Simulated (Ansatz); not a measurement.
TlCl: pressure series

Consider TlCl in the CsCl type structure (space group Pm-3m, No. 221; a = 3.769 Å).

Cell and atoms are relaxed at each pressure.

The values are results of PBEsol (Ansatz, an electronic-structure program, PAW, without spin-orbit coupling), not measurements.

Task: Only one of these has no band gap. Which?
(A) pressure −2 GPa
(B) pressure 9 GPa
(C) pressure 30 GPa

Result: C, pressure 30 GPa. Computed: pressure 9 GPa: 1.18 eV; pressure 30 GPa: zero; pressure −2 GPa: 2.01 eV

The mesh was chosen for an insulator and is coarse for the gapless case. Spin-orbit coupling, missing from the scalar runs, can matter with Tl. Load acts through the strain it causes; cell and atoms are relaxed under it. Stability against distortions was not tested. Competing high-pressure phases were not computed. All final runs are without spin polarisation. A zero or small gap of TlCl under pressure 30 GPa can be the functional's error rather than a property of the material.
